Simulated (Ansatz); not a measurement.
Output of an Ansatz run (abridged):

```
WARN ansatz: RAYON_NUM_THREADS=1 ignored (pool sized by the plan → 1); use --threads N
Pseudopotentials: kind: paw
Pseudopotential: F, paw, valence charge 7
Crystal: 4 atoms, lattice volume = 54.237 Å³
Basis set: ecut = 420.4159175005146 eV, 1043 PW (Γ), exchange–correlation on 48×48×90 points (8 copies of the dense FFT grid, shifted against one another)
Bands: 18, of which v1, the nominal top of the filled ones, is band 14 counted from 1 (13 counted from 0)
Symmetry: 1 space group operations
Space group: P1 (ITA 1), of the structure as read, at distance tolerance 3.8e-5 Å
k-points: 98 of 192 (time reversal used)
PAW frozen core: F, regenerated for the run's functional, and the local potential with it
Initial density: superposition of atomic densities (neutral atoms: chi_scale 0, normalization atom), corrected by the library's trained network
Initial wavefunctions: pseudopotential atomic-orbital guess
Eigensolver: davidson
Functional: x = pbesol(κ = 0.804, μ = 0.12345679012345678), c = pbesol(β = 0.046)
SCF iter   1: F=—  HF=-3190.532111 eV  |F-HF|=—  |Δ(HF+E_count)|=         —  Δρ=1.17e-2  dr2=3.19e-2  ethr=1.77e-3  ⟨swp⟩=5.1  Hψ=7786  notcnv=0
all-band conjugate gradients solve this SCF's bands
preconditioner: auto → none
SCF iter   2: F=—  HF=-3190.521906 eV  |F-HF|=—  |Δ(HF+E_count)|=   1.02e-2  Δρ=2.77e-3  dr2=1.28e-3  ethr=1.14e-4  ⟨swp⟩=2.1  Hψ=3909  notcnv=0
SCF iter   3: F=—  HF=-3190.521985 eV  |F-HF|=—  |Δ(HF+E_count)|=   7.96e-5  Δρ=1.91e-3  dr2=1.21e-3  ethr=4.58e-6  ⟨swp⟩=2.9  Hψ=3496  notcnv=0
SCF iter   4: F=—  HF=-3190.521958 eV  |F-HF|=—  |Δ(HF+E_count)|=   2.70e-5  Δρ=1.44e-3  dr2=7.45e-4  ethr=4.32e-6  ⟨swp⟩=2.0  Hψ=2548  notcnv=0
SCF iter   5: F=—  HF=-3190.521890 eV  |F-HF|=—  |Δ(HF+E_count)|=   6.82e-5  Δρ=5.47e-4  dr2=1.02e-4  ethr=2.66e-6  ⟨swp⟩=2.0  Hψ=1931  notcnv=0
SCF iter   6: F=—  HF=-3190.521886 eV  |F-HF|=—  |Δ(HF+E_count)|=   3.72e-6  Δρ=1.37e-4  dr2=5.59e-6  ethr=3.63e-7  ⟨swp⟩=1.0  Hψ=1764  notcnv=0
SCF iter   7: F=—  HF=-3190.521824 eV  |F-HF|=—  |Δ(HF+E_count)|=   6.20e-5  Δρ=2.65e-5  dr2=9.44e-8  ethr=3.57e-10  ⟨swp⟩=3.1  Hψ=7162  notcnv=0
SCF iter   8: F=-3190.521825 eV  HF=-3190.521824 eV  |F-HF|=6.09e-8  |Δ(HF+E_count)|=   1.70e-7  Δρ=1.25e-5  dr2=1.72e-8  ethr=3.37e-10  ⟨swp⟩=1.8  Hψ=5322  notcnv=0
SCF 1 converged in 8 iterations: F = -3190.521825 eV  dr2 = 1.72e-8
SCF converged after 8 iterations
Free energy (F): -3190.521825 eV
Harris-Foulkes:  -3190.521824 eV  (|F-HF|=6.09e-8)
Internal energy: -3190.521825 eV  (E = F + TS)
E sigma→0 (E₀):  -3190.521825 eV
Fermi energy:    -1.449928 eV
--- Per-component energies (eV) ---
  E_band       = -299.533827
  E_kinetic    = 805.051142
  E_local      = -2601.442634  (includes V_loc(G=0)·N_el)
  E_nonlocal   = 294.616255
  E_hartree    = 926.858633
  E_xc         = -307.352806
  E_vxc        = -395.917574  (∫ρ·V_xc dr)
  E_paw        = -768.447701  (= ΣΔE_a)
  E_vpaw       = -255.567233  (= ΣTr[D̂ρ^β])
  E_aug_tail   = 0.008038  (compensation charges beyond the density's cutoff)
  E_ewald      = -1539.982522
  E_core_change = 0.169771  (= ΣΔE_core)
  E_smearing   = -0.000000  (= −TS)
  E_closure    = -0.000000  (closes the sum)
  Σ components = -3190.521825   (vs F -3190.521825, Δ=0.00e0)
--- Forces (eV/Å), atoms counted from 1 ---
  atom   1  F      0.05793243     0.68152483    -1.63657348
  atom   2  F     -0.05900164    -0.68331301     1.61985802
  atom   3  F     -0.01573036     0.25360772     0.50592846
  atom   4  F      0.01680182    -0.25180172    -0.48926388
  max |Σ_I F_I| component: 5.09e-5 eV/Å
--- Stress (GPa, compression-positive) ---
        1.447259      -0.087308       0.464764
       -0.087309      -0.371930       1.982713
        0.464740       1.982727      -8.033053
  P = ⅓ Tr σ = -2.3192 GPa (-23.192 kbar)
  The stress holds the Pulay correction. Without it, at fixed plane waves, as pw.x and ABINIT print it: P = -3.4622 GPa
--- Band table (eV; the first three rows and the last of 98) ---
  k-point 0: bands = ["-27.4324", "-26.7172", "-21.5166", "-20.9336", "-9.3361", "-8.1802", "-5.8066", "-5.6318", "-5.4177", "-5.2605", "-3.0825", "-2.7379", "-2.6466", "-2.5823", "-0.3224", "0.9025", "7.2706", "9.7326"]
  k-point 1: bands = ["-27.4226", "-26.7325", "-21.3842", "-21.0680", "-9.1041", "-8.4653", "-5.7628", "-5.6303", "-5.3899", "-5.2621", "-3.0267", "-2.8446", "-2.6327", "-2.5964", "-0.0988", "0.6726", "7.6947", "8.7362"]
  k-point 2: bands = ["-27.4069", "-26.6945", "-21.4878", "-20.9469", "-9.3083", "-8.2251", "-5.9599", "-5.6934", "-5.5697", "-5.3288", "-3.0564", "-2.7784", "-2.6762", "-2.6287", "-0.2613", "0.8796", "7.7042", "10.1475"]
  k-point 97: bands = ["-27.2396", "-26.5444", "-21.2315", "-20.9801", "-8.9429", "-8.4350", "-6.9816", "-6.5459", "-6.0119", "-5.6306", "-3.3762", "-3.1429", "-3.0291", "-2.8879", "0.0579", "0.7248", "12.3975", "12.8547"]
```

The structure:

```
CELL_PARAMETERS angstrom
      2.56910    -1.59194     0.00000
      2.56910     1.59194     0.00000
     -0.56492     0.00000     6.63070
ATOMIC_POSITIONS crystal
  F  0.59666 0.91616 0.60550
  F  0.40417 0.08467 0.40204
  F  0.08467 0.40417 0.90204
  F  0.91533 0.59583 0.09796
```

**Question.** Write an input that gives this output.

**Answer.** Other spellings and defaults could give the same log, and not every line can be read from it. The input that was run (DFT, PBEsol, plane waves, default PAW files made with PBE):

Ansatz 0.2 input:
```yaml
crystal:
  lattice:
    - [2.569102, -1.591945, 0.000000]
    - [2.569102, 1.591945, 0.000000]
    - [-0.564920, 0.000000, 6.630697]
  atoms:
    - { symbol: F, position_ang: [3.544524, 0.508626, 4.014894] }
    - { symbol: F, position_ang: [1.028759, -0.508626, 2.665805] }
    - { symbol: F, position_ang: [0.746299, 0.508626, 5.981154] }
    - { symbol: F, position_ang: [3.826985, -0.508626, 0.649543] }
basis:
  ecutwfc: 30.9 Ry
kpoints:
  mp_grid: { grid: [8, 8, 3] }
hamiltonian:
  xc: pbesol
  pseudopotentials: { kind: paw }
scf:
  occupations: { method: fermi_dirac, width: 0.0007 Ry }
output:
  forces: true
  eigenvalues: true
  stress: true
```

The starting cell comes from a database of computed structures (which also holds hypothetical and non-ambient phases and stackings), without a prior relaxation at this level. Its lattice was rescaled by up to half a per cent. One atom was moved a little off its site on purpose. Forces in this geometry exceed 1 eV/Å. Ansatz's pressure includes its estimate of the finite-basis (Pulay) stress. Without the estimate this run gives -3.46 GPa.

Ansatz is a first-principles code.
